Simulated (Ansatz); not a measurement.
For La (model structure, started from the diamond type, Fd-3m, No. 227, 2 atoms in the cell), LDA in Ansatz (plane waves, PAW) gives:

| Item | Value |
|---|---|
| equilibrium lattice constant a | 6.512 Å |
| bulk modulus B0 | 60.1 GPa |

Problem. What does r²SCAN (Ansatz, an electronic-structure program, plane waves, PAW) give for the same quantities?

Solution. 
- lattice constant a: 6.656 Å (goes up by 2.2 %)
- bulk modulus: 49.5 GPa (shrinks by 18 %)

Changes are worked out from the printed values.

Unless a cell is named, each level is at its own relaxed cell (LDA 34.52, r²SCAN 36.85 Å³/atom).

Caveats: the bulk modulus is −V dP/dV from two relaxed cells at ±2 % in volume (LDA, r²SCAN). Ansatz's density-functional and Hartree–Fock values are scalar-relativistic unless marked +SOC, with PAW data made under PBE.

A model structure was made by putting elements into a prototype or built by hand; it is no filed structure, need not be a known phase, and can be a saddle point held by its symmetry.
